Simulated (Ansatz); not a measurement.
Take HfN in the rock salt structure (space group Fm-3m, No. 225; a = 4.502 Å; relaxed with 0.1 eV smearing) as the base. Axes: x, y, z lie along the cube axes.

It is then changed as follows: biaxial strain −1.11 %, plane normal [001], relaxed out of plane (Cartesian); in-plane vectors clamped, the third vector and the atoms free.

Levels (all Ansatz, a first-principles code, PAW): PBEsol (420 eV, spin-orbit coupling left out); PBEsol+SOC (420 eV, spin-orbit coupling included).

The geometry is relaxed with PBEsol.

* **PBEsol pressure**: 5.6 GPa

With PBEsol+SOC at the same geometry, the pressure shrinks by 0.4 GPa to 5.2 GPa.

Single points use the geometry relaxed with PBEsol. The spin-orbit shifts are approximate. Stability against distortions was not tested. The runs without spin-orbit coupling are not spin-polarised. An odd electron count without spin: HfN.
